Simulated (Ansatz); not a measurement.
## A computed series for Ag: response to strain

Start from Ag in the fcc (Cu type) structure (space group Fm-3m, No. 225; a = 4.001 Å; relaxed with 0.1 eV smearing). Axes: x, y, z lie along the cube axes.

Strains are applied to the cell and any free atomic positions relax; under biaxial strain the out-of-plane vector relaxes too.

All numbers come from LDA (Ansatz, a program for electronic structure, PAW, scalar-relativistic without spin-orbit coupling).

Notes on the quantities. in-plane stress: mean in-plane stress (compression positive).

| change | in-plane stress | shortest interatomic distance | out-of-plane strain |
|---|---|---|---|
| base | – | 2.829 Å | – |
| biaxial strain −3.00 %, plane normal [001], relaxed out of plane | +4.4 GPa | 2.744 Å | +4.37 % |
| biaxial strain −1.50 %, plane normal [001], relaxed out of plane | +1.9 GPa | 2.787 Å | +2.19 % |
| biaxial strain −1.00 %, plane normal [001], relaxed out of plane | +1.2 GPa | 2.801 Å | +1.46 % |
| biaxial strain +0.50 %, plane normal [001], relaxed out of plane | -0.5 GPa | 2.826 Å | -0.74 % |
| biaxial strain +1.00 %, plane normal [001], relaxed out of plane | -1.0 GPa | 2.822 Å | -1.49 % |
| biaxial strain +1.50 %, plane normal [001], relaxed out of plane | -1.3 GPa | 2.819 Å | -2.25 % |
| biaxial strain +2.00 %, plane normal [001], relaxed out of plane | -1.6 GPa | 2.815 Å | -3.03 % |
| biaxial strain +2.50 %, plane normal [001], relaxed out of plane | -1.9 GPa | 2.812 Å | -3.82 % |
| biaxial strain +3.00 %, plane normal [001], relaxed out of plane | -2.1 GPa | 2.808 Å | -4.62 % |

Whether these cells are dynamically stable was not tested.
